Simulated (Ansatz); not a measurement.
# Effective masses and thermopower of C (P6_3/mmc)

Input:

```
CELL_PARAMETERS angstrom
      2.45999     0.00000     0.00000
     -1.23000     2.13041     0.00000
      0.00000     0.00000     4.16266
ATOMIC_POSITIONS crystal
  C  0.33333 0.66667 0.00057
  C  0.66667 0.33333 0.50057
  C  0.33333 0.66667 0.37443
  C  0.66667 0.33333 0.87443
```

These are r2SCAN, rigid bands (plane waves, PAW, scalar-relativistic; Ansatz, a program for electronic structure) values and carry that method's errors. Condition of this run: biaxial stress in the c plane of 22 GPa (compression positive) (the target of the relaxation). How the cell was made: cell and atoms relaxed with PBEsol, then loaded as said.

The band gap comes out as 3.40 eV and the electron conductivity mass (300 K, dilute) is 0.45 (x), 0.45 (y), 0.27 (z) mₑ. The hole conductivity mass (300 K, dilute) comes out as 0.43 (x), 0.43 (y), 0.68 (z) mₑ. The effective density of states N_c (300 K) is 1.2e19 cm⁻³ and the effective density of states N_v (300 K) is 1.8e19 cm⁻³. The density-of-states mass, electrons comes out as 0.60 mₑ and the density-of-states mass, holes is 0.80 mₑ. The Seebeck coefficient, n-type 1e19 cm⁻³, 300 K comes out as -234 μV/K and the best n-type power factor at 300 K for τ = 10 fs (best axis; densities from 1e16 to 1e21 cm⁻³ tried, whether or not they can be reached) is 7.2 μW/(cm·K²) at 3e19 cm⁻³. The Seebeck coefficient, p-type 1e19 cm⁻³, 300 K is 268 μV/K and the best p-type power factor at 300 K for τ = 10 fs (best axis; densities from 1e16 to 1e21 cm⁻³ tried, whether or not they can be reached) is 6.7 μW/(cm·K²) at 1e20 cm⁻³.

Rigid bands; masses and Seebeck coefficients take one relaxation time τ for all states and one kind of carrier; polarons and phonon drag are left out. Spin-orbit coupling is left out. Geometry: cell and atoms relaxed with PBEsol.
